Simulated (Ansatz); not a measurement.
Base system: GaN in the wurtzite structure (space group P6_3mc, No. 186; a = 3.1826 Å, c = 5.1853 Å).

Computed with PBEsol (Ansatz, a program for electronic structure), no spin-orbit coupling.

For the base:

| Property | Result |
|---|---|
| Gap character | direct at Γ |
| Electron mass | 0.16 mₑ along c, 0.17 mₑ across (at Γ) |
| Band gap | 1.88 eV |

The change: cell and atoms relaxed at a pressure of 45 GPa.

**Question.** What happens to the gap character, electron mass and band gap?

**Answer.** The gap character is still direct at Γ; the electron mass changes from 0.16 mₑ along c, 0.17 mₑ across (at Γ) to 0.23 mₑ along c, 0.26 mₑ across (at Γ); the band gap rises by 1.079 eV, from 1.88 eV to 2.95 eV.

Load acts through the strain it causes; cell and atoms are relaxed under it. Masses are band curvatures over ±0.01 Å⁻¹ around the edge. Stability against distortions was not tested. Tetrahedral semiconductors of this kind turn to denser phases somewhere between about 1 and 50 GPa; those were not computed, so compressed cells here can lie past the real transition.
